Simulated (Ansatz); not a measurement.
Results of dielectric-dependent PBEsol hybrid (Ansatz, a first-principles code, plane waves, PAW) for NaSrH3 (model structure, started from the KMgH3 type, Pm-3m, No. 221, 5 atoms in the cell).

The run printed, among other lines:

```
WARN output.stress: scf.exx.energy_threshold = 1e-6 eV is looser than the 5e-8 eV advised for a stress under a hybrid functional (1e-8 eV for each atom of the …
Crystal: 5 atoms, lattice volume = 99.950 Å³
Basis set: ecut = 460 eV, 2205 PW (Γ), exchange–correlation on 72×72×72 points (8 copies of the dense FFT grid, shifted against one another)
Bands: 16, of which v1, the nominal top of the filled ones, is band 11 counted from 1 (10 counted from 0)
Symmetry: 48 space group operations
Space group: Pm-3m (ITA 221), of the structure as read, at distance tolerance 4.6e-5 Å
k-points: 20 of 216
SCF iter   1: F=—  HF=-5015.762314 eV  |F-HF|=—  |Δ(HF+E_count)|=         —  Δρ=6.07e-3  dr2=3.12e-2
SCF iter   2: F=—  HF=-5015.753059 eV  |F-HF|=—  |Δ(HF+E_count)|=   9.26e-3  Δρ=1.55e-3  dr2=1.70e-3
  ...
Crystal: 5 atoms, lattice volume = 99.950 Å³
Initial density: handed on by an earlier stage of this run
Functional: x = 0.7189477058977873 pbesol(κ = 0.804, μ = 0.12345679012345678) + 0.2810522941022126 exact, c = pbesol(β = 0.046)
Crystal: 5 atoms, lattice volume = 99.950 Å³
SCF iter   7: F=—  HF=-5039.483018 eV  |F-HF|=—  |Δ(HF+E_count)|=   2.97e-9  Δρ=6.13e-7  dr2=5.00e-10
SCF iter   8: F=-5039.483018 eV  HF=-5039.483018 eV  |F-HF|=9.09e-13  |Δ(HF+E_count)|=  1.78e-10  Δρ=1.69e-8  dr2=3.57e-11
SCF 3 converged in 8 iterations: F = -5039.483018 eV  dr2 = 3.57e-11
Free energy (F): -5039.483018 eV
Internal energy: -5039.483018 eV  (E = F + TS)
E sigma→0 (E₀):  -5039.483018 eV
Fermi energy:    1.788357 eV
--- Forces (eV/Å), atoms counted from 1 ---
  atom   1  Na    -0.00000000     0.00000000     0.00000000
  atom   2  Sr     0.00000000     0.00000000    -0.00000000
  atom   3  H      0.00000000    -0.00000000     0.00000000
  atom   4  H      0.00000000     0.00000000    -0.00000000
  atom   5  H     -0.00000000    -0.00000000     0.00000000
--- Stress (GPa, compression-positive) ---
        0.148861      -0.000000       0.000000
       -0.000000       0.148861       0.000000
        0.000000       0.000000       0.148861
  P = ⅓ Tr σ = 0.1489 GPa (1.489 kbar)
```

Task: Write an input file that could have produced this run (the log leaves some choices open).

Result: One answer among several that fit: 
Ansatz 0.2 input:
```yaml
crystal:
  lattice:
    - [4.6408177132, 0.0, 0.0]
    - [0.0, 4.6408177132, 0.0]
    - [0.0, 0.0, 4.6408177132]
  atoms:
    - { symbol: Na, position: [0.0, 0.0, 0.0] }
    - { symbol: Sr, position: [0.5, 0.5, 0.5] }
    - { symbol: H, position: [0.5, 0.0, 0.5] }
    - { symbol: H, position: [0.0, 0.5, 0.5] }
    - { symbol: H, position: [0.5, 0.5, 0.0] }
  host: atoms
basis:
  ecutwfc: 460
  ecutrho_ratio: 4
  xc_grid: 2
kpoints:
  mp_grid: { grid: [6, 6, 6] }
hamiltonian:
  xc:
    exchange: pbesol
    correlation: pbesol
    exx: { coeff: inverse_dielectric }
  dispersion: none
  pseudopotentials: { kind: paw }
scf:
  occupations: { method: fermi_dirac, width: 0.01 }
  convergence: { dr2_threshold: 0.0000000005 }
output:
  forces: true
  stress: true
  eigenvalues: true
```

The PAW data were made under PBE.

Note: the relaxation could raise the start's symmetry but not lower it, so the cell can be a saddle point.

A model structure was made by putting elements into a prototype or built by hand; it is no filed structure, need not be a known phase, and can be a saddle point held by its symmetry.
